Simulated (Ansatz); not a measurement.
Checking a run of Ansatz (an electronic-structure program) on BaNiF4 (Cmc2_1, 12 atoms in the cell). The aim is a self-consistent single point with DFT, LDA (PW92), plane waves, default PAW files made with PBE.

Cell that was meant: a = 7.5385 Å, b = 7.5385 Å, c = 5.8078 Å, α = 90.00°, β = 90.00°, γ = 147.97°.

Part of the input:

Ansatz 0.2 input:
```yaml
  atoms:
    - { symbol: Ba, position_ang: [2.07955000, -5.13292148, 4.38970947] }
    - { symbol: Ba, position_ang: [2.07955000, 5.13292148, 1.48580947] }
    - { symbol: Ni, position_ang: [2.07955000, -1.27297728, 4.17871210] }
    - { symbol: Ni, position_ang: [2.07955000, 1.27297728, 1.27481210] }
    - { symbol: F, position_ang: [2.07955000, -2.86941600, 3.00495572] }
    - { symbol: F, position_ang: [2.07955000, 2.86941600, 0.10105572] }
    - { symbol: F, position_ang: [2.07955000, -2.42161320, 5.74565654] }
[...]
hamiltonian:
  xc: lda
  pseudopotentials: { kind: paw }
scf:
  occupations: { method: cold, width: 0.1 }
output:
  forces: true
```

Output, abridged:

```
WARN ansatz: RAYON_NUM_THREADS=1 ignored (pool sized by the plan → 1); use --threads N
Pseudopotentials: kind: paw
   [... lines left out ...]
PAW frozen core: F, regenerated for the run's functional, and the local potential with it
Initial density: superposition of atomic densities (neutral atoms: chi_scale 0, normalization atom), corrected by the library's trained network
Initial wavefunctions: pseudopotential atomic-orbital guess
Eigensolver: davidson
Functional: x = slater, c = lda
SCF iter   1: F=—  HF=-29465.965645 eV  |F-HF|=—  |Δ(HF+E_count)|=         —  Δρ=2.21e-2  dr2=5.34e-1  ethr=1.77e-3  ⟨swp⟩=6.2  Hψ=10625  notcnv=0  defer=110
all-band conjugate gradients solve this SCF's bands
preconditioner: auto → LDOS
SCF iter   2: F=—  HF=-29466.078796 eV  |F-HF|=—  |Δ(HF+E_count)|=   1.13e-1  S|Δr|=    0.00e0  Δρ=3.17e-2  dr2=8.31e-1  ethr=4.77e-4  ⟨swp⟩=3.0  Hψ=5771  notcnv=0  defer=183
   [... lines left out ...]
SCF iter  11: F=—  HF=-29465.801883 eV  |F-HF|=—  |Δ(HF+E_count)|=   1.02e-6  S|Δr|=    0.00e0  Δρ=2.55e-5  dr2=1.17e-6  ethr=4.67e-9  ⟨swp⟩=2.1  Hψ=3930  notcnv=0  defer=183
SCF iter  12: F=—  HF=-29465.801883 eV  |F-HF|=—  |Δ(HF+E_count)|=   3.08e-7  S|Δr|=    0.00e0  Δρ=1.33e-5  dr2=1.65e-7  ethr=1.05e-9  ⟨swp⟩=2.0  Hψ=4438  notcnv=0  defer=183
SCF iter  13: F=-29465.801883 eV  HF=-29465.801883 eV  |F-HF|=2.91e-8  |Δ(HF+E_count)|=   1.54e-8  S|Δr|=    0.00e0  Δρ=5.89e-6  dr2=2.93e-8  ethr=8.93e-11  ⟨swp⟩=12.4  Hψ=13802  notcnv=0
SCF 1 converged in 13 iterations: F = -29465.801883 eV  dr2 = 2.93e-8
Stability not checked (fill_not_monotonic)
Free energy (F): -29465.801883 eV
Internal energy: -29465.809355 eV  (E = F + TS)
E sigma→0 (E₀):  -29465.804373 eV
Entropy (-TS):   0.007472 eV (0.623 meV/atom)
Fermi energy:    7.153625 eV
--- Forces (eV/Å), atoms counted from 1 ---
  atom   1  Ba     0.00000000    -0.02381835     0.09961336
  atom   2  Ba    -0.00000000     0.02381835     0.09961336
  atom   3  Ni    -0.00000000     0.15365469    -0.61437882
   [... lines left out ...]
  atom  12  F     -0.00000000     0.13744963    -0.05482311
--- Stress (GPa, compression-positive) ---
       -6.710462       0.000000       0.000000
        0.000000      -7.480900      -0.000000
        0.000000      -0.000000      -8.385928
  P = ⅓ Tr σ = -7.5258 GPa (-75.258 kbar)
  The stress holds the Pulay correction. Without it, at fixed plane waves, as pw.x and ABINIT print it: P = -8.3178 GPa
```

**Question.** Is this run sound? If not, what is wrong?

**Answer.** The run is not sound. The fault is no spin polarisation for a cell with magnetic atoms. A run without spin cannot form moments, so any exchange energy of the magnetic state is missed. To fix it, switch spin polarisation on and give starting moments. The run converged in 13 iterations without an error; against the sound input the free energy rises by 60.8 meV/atom, the pressure goes from -5.98 to -7.53 GPa, the largest force goes from 0.291 to 0.633 eV/Å, no clean gap remains on the mesh (levels overlap or are partly filled), against 0.31 eV before and the net moment of 0.33 μB/atom is absent without spin.

The sound input it was made from differs as follows (other fixes are possible):
```diff
-    - { symbol: Ni, position_ang: [2.07955000, -1.27297728, 4.17871210] }
-    - { symbol: Ni, position_ang: [2.07955000, 1.27297728, 1.27481210] }
+    - { symbol: Ni, position_ang: [2.07955000, -1.27297728, 4.17871210], spin: 2.0 }
+    - { symbol: Ni, position_ang: [2.07955000, 1.27297728, 1.27481210], spin: 2.0 }
+magnetization:
+  spin_polarized: true
```

With that input, the run converged in 30 iterations: free energy E − TS (on the zero of these files) -29466.5314 eV; top of the valence band (on the code's own zero) 6.67 eV; gap on the k-point mesh 0.31 eV; pressure -5.98 GPa; largest force (vector length) 0.291 eV/Å (DFT, LDA (PW92), plane waves, default PAW files made with PBE).

On the sound input: the starting cell comes from a database of published, mostly measured structures (it also holds non-ambient and calculated ones), without a prior relaxation at this level. The magnetic order is the one reached from the typed start; others were not searched systematically. The program warned that, by what it read of turns of the moments, another magnetic order lies lower. With a pressure of about -6 GPa the cell is away from its equilibrium volume at this level. Ansatz's pressure includes its estimate of the finite-basis (Pulay) stress. Without the estimate this run gives -6.77 GPa.
